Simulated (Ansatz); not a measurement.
**Effect of uniaxial strain ε_yy = −0.86 % on Ag**

Consider Ag in the fcc (Cu type) structure (space group Fm-3m, No. 225; a = 4.0542 Å; relaxed with 0.1 eV smearing). Axes: x, y, z lie along the cube axes.

It is then changed as follows: uniaxial strain ε_yy = −0.86 %, all other strain components held at zero, atoms relaxed at fixed cell.

All numbers come from PBEsol in Ansatz (plane waves to 420 eV, PAW, without spin-orbit coupling), earlier PAW set. Settings: 28×28×28 k-points, 0.1 eV Fermi–Dirac smearing.

- Volume per atom = 16.52 Å³ (base 16.66 Å³)
- Space group = I4/mmm (No. 139) (base Fm-3m (No. 225))
- Energy relative to the base (free energy F) = +0.6 meV/atom
- Pressure (mean of the normal stresses, compression positive) = 1.1 GPa (base 0.0 GPa)
- Band gap = zero (base zero)
- Stress (xx, yy, zz, yz, xz, xy; compression positive) = (0.9, 1.3, 0.9, 0.0, 0.0, 0.0) GPa

Final structure:

```
Ag
1.0
    0.00000     2.00967     2.02711
    2.02711     0.00000     2.02711
    2.02711     2.00967     0.00000
Ag
1
Direct
  0.00000   0.00000   0.00000
```

No phonon test of stability was made.

Ansatz is a program for electronic structure.
